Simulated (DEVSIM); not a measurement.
Structure: Ti/SiO2/n-Ge capacitor, at 250 K.

```tsv
layer (left to right)	material	thickness (nm)	Nd (cm⁻³)
1	SiO2	9.90	-
2	Ge	750	1.3e17
```

Metal gate on the left, work function 4.33 eV. Fixed charge at the semiconductor interface 2.5e11 cm⁻² (in units of +e); no interface traps.

The device is made up for the run: typed textbook-type constants, with dimensions and the other settings drawn at random. Values at 300 K; Nc and Nv go as T^1.5, mobilities as T to minus their exponent, the gap by Varshni's rule with the affinity fixed.

```csv
parameter,SiO2,Ge
gap (eV),9,0.664
affinity (eV),0.9,4
permittivity,3.9,16
Nc (cm⁻³),-,1.04e19
Nv (cm⁻³),-,6e18
Varshni α (eV/K),-,0.000477
Varshni β (K),-,235
```

Simulated with DEVSIM: 1D Poisson equation in equilibrium, Boltzmann statistics, complete ionisation; no quantum confinement or tunnelling. Metal contacts follow the ideal Schottky-Mott rule: no Fermi-level pinning, no interface dipoles.

Task: Tabulate band edges, carrier densities and field at -0.7 V on the gate.

Result: Energies count from the Fermi level of the right contact; mesh points crowd at the junctions.

| x (μm) | Ec (eV) | Ev (eV) | n (cm⁻³) | p (cm⁻³) | field (V/cm) |
|---|---|---|---|---|---|
| 0.000 | 4.130 | -4.870 | < 1e2 | < 1e2 | -550000 |
| 0.001033 | 4.073 | -4.927 | < 1e2 | < 1e2 | -550000 |
| 0.002655 | 3.984 | -5.016 | < 1e2 | < 1e2 | -550000 |
| 0.005432 | 3.832 | -5.168 | < 1e2 | < 1e2 | -550000 |
| 0.008441 | 3.667 | -5.333 | < 1e2 | < 1e2 | -550000 |
| 0.009599 | 3.603 | -5.397 | < 1e2 | < 1e2 | -550000 |
| 0.01054 | 0.481 | -0.202 | 1.6e9 | 3.9e14 | -100000 |
| 0.01308 | 0.455 | -0.228 | 5.3e9 | 1.2e14 | -100000 |
| 0.01728 | 0.414 | -0.269 | 3.6e10 | 1.7e13 | -95000 |
| 0.02554 | 0.341 | -0.342 | 1.1e12 | 5.9e11 | -82000 |
| 0.04176 | 0.227 | -0.456 | 2.1e14 | 2.9e9 | -59000 |
| 0.08825 | 0.096 | -0.587 | 9.1e16 | 6800000 | -6100 |
| 0.1651 | 0.089 | -0.594 | 1.3e17 | 4800000 | -12 |
| 0.3058 | 0.089 | -0.594 | 1.3e17 | 4800000 | ≈ 0 |
| 0.5697 | 0.089 | -0.594 | 1.3e17 | 4800000 | ≈ 0 |
| 0.6604 | 0.089 | -0.594 | 1.3e17 | 4800000 | ≈ 0 |
| 0.7098 | 0.089 | -0.594 | 1.3e17 | 4800000 | ≈ 0 |
| 0.7350 | 0.089 | -0.594 | 1.3e17 | 4800000 | ≈ 0 |
| 0.7502 | 0.089 | -0.594 | 1.3e17 | 4800000 | ≈ 0 |
| 0.7556 | 0.089 | -0.594 | 1.3e17 | 4800000 | ≈ 0 |
| 0.7583 | 0.089 | -0.594 | 1.3e17 | 4800000 | ≈ 0 |
| 0.7599 | 0.089 | -0.594 | 1.3e17 | 4800000 | ≈ 0 |
